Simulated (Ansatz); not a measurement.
Electron-phonon data for LaBi (Fm-3m)

Consider the following.

```yaml
crystal:
  lattice:
    - [0.00000, 3.27860, 3.27860]
    - [3.27860, 0.00000, 3.27860]
    - [3.27860, 3.27860, 0.00000]
  atoms:
    - { symbol: La, position: [0.50000, 0.50000, 0.50000] }
    - { symbol: Bi, position: [0.00000, 0.00000, 0.00000] }
```

All values below come from PBEsol, DFPT electron-phonon coupling, linearised Boltzmann equation (plane waves, PAW, scalar-relativistic; Ansatz, a quantum-chemistry and plane-wave program). Geometry: relaxed with this functional, without spin-orbit coupling.

```yaml
resistivity at 300 K: 42 μΩ·cm
resistivity at 77 K: 8.1 μΩ·cm
density of states at the Fermi level: 0.136 states/(eV·spin·cell)
```

A metal at this level (no band gap). Only scattering by harmonic phonons is included (no impurities, grain boundaries, electron-electron scattering or thermal expansion). Spin-orbit coupling is left out, which matters with elements this heavy. Few carriers conduct, so the values hang on small band overlaps. The run warned that the eigensolver left some states short of its tolerance. Halving the electron mesh (24x24x24) moves the resistivity by up to 12 % at 300 K. Smearing 0.20 eV; phonons on a 4x4x4 q mesh, which this run doesn't test and which matters most at low temperature.

Formula and space group known from diffraction (Crystallography Open Database), not checked to be the room-temperature form: LaBi (Fm-3m).
